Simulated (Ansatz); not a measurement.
# Pressure series in TaN

Base system: TaN in the rock salt structure (space group Fm-3m, No. 225).

```
CELL_PARAMETERS angstrom
      0.00000     2.19815     2.19815
      2.19815     0.00000     2.19815
      2.19815     2.19815     0.00000
ATOMIC_POSITIONS crystal
  N  0.00000 0.00000 0.00000
  Ta 0.50000 0.50000 0.50000
```

Cell and atoms are relaxed at each pressure.

Level of theory: DFT with r2SCAN, PAW potentials and a 500 eV plane-wave cutoff in Ansatz (a first-principles code), without spin-orbit coupling.

Notes on the quantities. enthalpy: H = E + PV relative to the base's energy.

```
variant           lattice parameter a       enthalpy
----------------  -------------------  -------------
base                          4.396 Å              –
pressure −2 GPa               4.405 Å  -0.13 eV/atom
pressure −1 GPa               4.401 Å  -0.07 eV/atom
pressure 0.3 GPa              4.395 Å  +0.02 eV/atom
pressure 0.7 GPa              4.393 Å  +0.05 eV/atom
pressure 1.5 GPa              4.390 Å  +0.10 eV/atom
pressure 3 GPa                4.384 Å  +0.20 eV/atom
pressure 5 GPa                4.376 Å  +0.33 eV/atom
pressure 7.5 GPa              4.366 Å  +0.49 eV/atom
pressure 10 GPa               4.357 Å  +0.65 eV/atom
```

Load acts through the strain it causes; cell and atoms are relaxed under it. Stability against distortions was not tested. No other phases were tried under pressure. All final runs are without spin polarisation. This is not the structure that TaN has at room temperature and ambient pressure.
